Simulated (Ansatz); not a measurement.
Ansatz (a quantum-chemistry and plane-wave program) run on BePd (P4mm, 2 atoms in the cell): relaxation of the atoms.

Level of theory: LDA (PW92), default PAW files made with PBE (plane waves; Ansatz).

The change in words: one atom moved by 0.15 angstrom; relax: default → atoms; relax.f_tol: default → 0.02 eV/Å. Reference geometry:
```yaml
crystal:
  lattice:
    - [2.80321, 0.00000, 0.00000]
    - [0.00000, 2.80321, 0.00000]
    - [0.00000, 0.00000, 2.80321]
  atoms:
    - { symbol: Be, position: [0.00000, 0.00000, 0.00000] }
    - { symbol: Pd, position: [0.50000, 0.50000, 0.50000] }
```

Reference input (self-consistent single point, DFT, LDA (PW92), plane waves, default PAW files made with PBE): basis.ecutwfc = 420 eV; kpoints.mp_grid.grid = 12 12 12; hamiltonian.xc = lda; hamiltonian.pseudopotentials = {kind: paw} (the program's default PAW files); scf.occupations.method = fermi_dirac; scf.occupations.width = 0.1 eV. This run's input differs from it in these lines:

```diff
@@ -6,3 +6,3 @@
   atoms:
-    - { symbol: Be, position_ang: [0.000000, 0.000000, 0.000000] }
+    - { symbol: Be, position_ang: [0.000000, 0.000000, 0.149999] }
     - { symbol: Pd, position_ang: [1.401603, 1.401603, 1.401603] }
@@ -17,2 +17,4 @@
   occupations: { method: fermi_dirac, width: 0.1 eV }
+relax:
+  f_tol: 0.02
 output:
```

Log, with long lists cut:

```
   [... SCF lines of the steps left out ...]
relax step   1: F+E_penalty+E_count = -6934.03992004 eV  Δ(F+E_penalty+E_count) = +0.000e0 eV  max|allowed force component| = 5.891e-1 eV/Å  Δτ_max = 0.0000 Å  (6 SCF iters, dr2 threshold 1.00e-5 eV, accepted)
relax step   2: F+E_penalty+E_count = -6934.06762468 eV  Δ(F+E_penalty+E_count) = -2.770e-2 eV  max|allowed force component| = 3.590e-1 eV/Å  Δτ_max = 0.0292 Å  (6 SCF iters, dr2 threshold 2.17e-5 eV, accepted)
relax step   3: F+E_penalty+E_count = -6934.08404674 eV  Δ(F+E_penalty+E_count) = -1.642e-2 eV  max|allowed force component| = 3.568e-3 eV/Å  Δτ_max = 0.0453 Å  (6 SCF iters, dr2 threshold 8.06e-6 eV, accepted)
relax step   4: F+E_penalty+E_count = -6934.08404674 eV  Δ(F+E_penalty+E_count) = -2.723e-9 eV  max|allowed force component| = 3.621e-3 eV/Å  Δτ_max = 0.0000 Å  (6 SCF iters, accepted)
the relaxation is at rest under the 8 symmetry operations that the run kept from its start: a minimum is not shown …
Stability not checked: this state was not tested for a lower state beside it, because too few of the mixer's solves of this state at the end of the SCF gave a …
Free energy (F): -6934.084047 eV
Internal energy: -6934.058399 eV  (E = F + TS)
E sigma→0 (E₀):  -6934.071223 eV
Entropy (-TS):   -0.025648 eV (-12.824 meV/atom)
Fermi energy:    16.850639 eV
--- Forces (eV/Å), atoms counted from 1 ---
  atom   1  Be     0.00000000     0.00000000    -0.00362198
   [... lines left out ...]
  The stress holds the Pulay correction. Without it, at fixed plane waves, as pw.x and ABINIT print it: P = -6.1662 GPa
--- Relaxed structure (4 steps of the walk, 4 accepted, 0 SCFs on fresh bases) ---
  F+E_penalty+E_count = -6934.08404674 eV   max|allowed force component| = 3.621e-3 eV/Å
  atoms:
    - { symbol: Be, position: [-8.588071263015173e-36, 0.0, 0.026919848309148394] }
    - { symbol: Pd, position: [0.5, 0.5, 0.526590151851382] }
```

The run converged.  The full log also holds: “iter 4 did not close the SCF: its close was put off for the readings that it lacked (scf_convergence_deferred on its scf_iter line)”. The full log also holds: “iter 4 did not close the SCF: its close was put off for the readings that it lacked (scf_convergence_deferred on its scf_iter line)”.

Summary of the result:
```
Item                                                     Value
-----------------------------------------------  -------------
Free energy E − TS (on the zero of these files)  -6934.0840 eV
Fermi level (on the code's own zero)                  16.85 eV
Pressure                                             -6.13 GPa
Largest force (vector length)                       0.004 eV/Å
Relaxation steps                                             4
```

The starting cell comes from a database of computed structures (which also holds hypothetical and non-ambient phases and stackings), without a prior relaxation at this level. Its lattice was rescaled by up to half a per cent. For this run, on top of that: one atom moved by 0.15 angstrom. Spin polarisation is off. The relaxation keeps the symmetry of its start, so its end need not be a minimum. Ansatz's pressure includes its estimate of the finite-basis (Pulay) stress.

Keys are those of Ansatz 0.2.
